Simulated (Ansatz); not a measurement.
In a (5,5) blue phosphorus nanotube, the lowest empty band has its minimum at Γ and lies 0.093 eV higher 0.0595 Å⁻¹ away along the axis.

These are PBE (plane waves to 420 eV, PAW; Ansatz, an electronic-structure program) values and carry that method's errors. Mesh 1×1×10. No spin polarisation. One-dimensional cell, images about 11 Å apart. A hypothetical model, rolled from the flat sheet. Only distortions within the start's symmetry and period were free.

Q: Estimate the electron mass along the axis.

A: For a parabola ΔE = ħ²Δk²/2m, and ħ²/2mₑ = 3.810 eV Å². So m/mₑ = 3.810 × 0.0595²/0.093 = 0.15. The curvature over a step a third as long gives 0.14; the band is close to a parabola here.
